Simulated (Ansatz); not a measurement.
The cell is made up: elements placed on another compound's structure type, so the phase may be hypothetical.

```xyz
6
Lattice="6.3136 0.0000 0.0000 0.0000 8.9289 0.0000 3.1568 0.0000 1.8226" Properties=species:S:1:pos:R:3 pbc="T T T"
Mg     6.3136     0.0000     1.2150
Mg     4.2090     2.9763     1.2151
Mg     2.1046     5.9526     1.2151
S      6.3136     4.4644     1.2151
S      4.2091     7.4407     1.2150
S      2.1045     1.4881     1.2150
```

Space group of this cell: Fm-3m, rock salt. The cell was relaxed by PBE-D3(BJ); by r2SCAN its mean pressure is 2.3 GPa.

Transport runs along the normal of the first two printed cell vectors.

No gap correction and no spin-orbit coupling; mid-gap values are interpolated between computed energies.

Q: Predict the band gap and the smallest decay constant κ at mid-gap from r2SCAN in Ansatz (a program for electronic structure).

A: Gap 3.52 eV on a 16×4×16 mesh; κ = 0.249 1/Å, at the zone centre.
